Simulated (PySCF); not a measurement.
PySCF 2.14.0, HF/def2-svp: In(Br)3 ([Br][In]([Br])[Br]), 4 atoms. The geometry is a generated start, not checked to be a minimum at this level.

```
Property                                                   Value
-------------------------------  -------------------------------
task                                         energy and gradient
basis                                                   def2-svp
mol.max_memory                                           7000 MB
mf.init_guess                                    minao (default)
mf.DIIS                                          CDIIS (default)
mf.diis_space                                        8 (default)
mf.conv_tol                                      1e-09 (default)
effective core potentials        those of the basis set, past Kr
basis functions (reference run)                              122
```

```xyz
4

In     0.0002     0.0002     0.0003
Br    -1.9731    -1.5099    -0.1903
Br    -0.0218     2.2254    -1.1197
Br     1.9947    -0.7156     1.3097
```
Charge 0, spin multiplicity 1.

The reference run uses exact four-centre integrals. Each setting ran once; only counts and results are compared.

Settings tried, all else as in the reference:
- density fitting, auxbasis = autoaux
- density fitting
- density fitting of J alone, exact K
- density fitting, auxbasis = def2-universal-jfit

**Question.** Which of these stay within 1.0 meV/atom in energy, 10 meV/Å in forces (largest component) of the reference run?

**Answer.** Within it: density fitting of J alone, exact K. At the edge (between 0.75 and 1.33 times the tolerance): density fitting. Outside: density fitting, auxbasis = autoaux; density fitting, auxbasis = def2-universal-jfit.

| setting | energy against the reference | difference in forces (largest component) |
|---|---|---|
| density fitting of J alone, exact K | −0.70 meV/atom | 0.018 meV/Å |
| density fitting | +1.3 meV/atom | 0.45 meV/Å |
| density fitting, auxbasis = autoaux | +1.5 meV/atom | 2.6 meV/Å |
| density fitting, auxbasis = def2-universal-jfit | +460000 meV/atom | 4000 meV/Å |

Total energies are compared; such shifts often cancel in part in energy differences. def2-universal-jfit is made for Coulomb alone and misses functions that exchange needs. Also tried and not ranked: density fitting, auxbasis = def2-universal-jkfit (same energy as a listed run); COSX exchange (sgx_fit, pjs) with fitted J, mf.with_df.grids_level_i = 1, mf.with_df.grids_level_f = 1 (gradient came out as NaN); COSX exchange (sgx_fit, pjs) with fitted J, mf.with_df.grids_level_i = 1, mf.with_df.grids_level_f = 2 (default) (gradient came out as NaN); COSX exchange (sgx_fit, pjs) with fitted J, mf.with_df.grids_level_i = 1, mf.with_df.grids_level_f = 3 (gradient came out as NaN); COSX exchange (sgx_fit, pjs) with fitted J, mf.with_df.grids_level_i = 1, mf.with_df.grids_level_f = 4 (gradient came out as NaN). The tolerance is a choice made for this comparison.
